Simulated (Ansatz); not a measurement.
Take CdSe in the zinc blende structure (space group F-43m, No. 216; a = 6.196 Å) as the base.

The values are results of PBE (Ansatz, a quantum-chemistry and plane-wave program; PAW; 420 eV plane waves; without spin-orbit coupling), not measurements.

Strains are applied to the cell and any free atomic positions relax.

One change was made to it. Results:

```tsv
quantity	base	after
energy relative to the base (free energy F)	0 meV/atom	+30 meV/atom
electron mass	0.052 mₑ (at Γ)	0.037 mₑ (at Γ)
```

### Question
Name the change that was made.
A. isotropic strain +3.00 %
B. isotropic strain −1.00 %
C. isotropic strain +0.50 %
D. isotropic strain −1.50 %

### Answer
A, isotropic strain +3.00 %. For comparison, the energy relative to the base in the other runs: isotropic strain −1.50 % gives +8.8 meV/atom; isotropic strain +0.50 % gives +0.9 meV/atom; isotropic strain −1.00 % gives +3.8 meV/atom.

The levels and masses belong to the bands next to the band gap. Effective masses come from finite differences of ±0.01 Å⁻¹. No phonon test of stability was made.
